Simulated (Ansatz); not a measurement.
The structure below was relaxed with PBE in Ansatz (plane waves to 420 eV, PAW, no spin-orbit coupling), at pressure 0.3 GPa.

```yaml
crystal:
  lattice:
    - [0.00000, 3.29995, 3.29995]
    - [3.29995, 0.00000, 3.29995]
    - [3.29995, 3.29995, 0.00000]
  atoms:
    - { symbol: Te, position: [0.75000, 0.75000, 0.75000] }
    - { symbol: Cd, position: [0.00000, 0.00000, 0.00000] }
```

**Question.** Find the space group and the Wyckoff positions.

**Answer.** Space group F-43m (No. 216); a = 6.5999 Å, b = 6.5999 Å, c = 6.5999 Å, α = 90.00°, β = 90.00°, γ = 90.00°

| atom | site | symmetry | x | y | z |
|---|---|---|---|---|---|
| Te | 4c | -43m | 0.2500 | 0.2500 | 0.2500 |
| Cd | 4a | -43m | 0.0000 | 0.0000 | 0.0000 |

**Question.** Describe the coordination.

**Answer.** The crystal has 8 atoms in its conventional cell. Lattice parameters: a = b = c = 6.5999 Å, α = β = γ = 90.00°. Te sees 4 Cd at 2.858 Å (tetrahedral). Cd has 4 Te at 2.858 Å (tetrahedral). (Neighbours: up to the widest gap in distance over summed covalent radii, below 1.35, at either atom; cation-cation and far metal-metal contacts left out.)

With Te present, leaving out spin-orbit coupling can change the band edges. Load acts through the strain it causes; cell and atoms are relaxed under it. Stability against distortions was not tested. The cell was made from CdTe in the zinc blende structure (space group F-43m, No. 216) by this change: pressure 0.3 GPa.

Ansatz is a quantum-chemistry and plane-wave program.
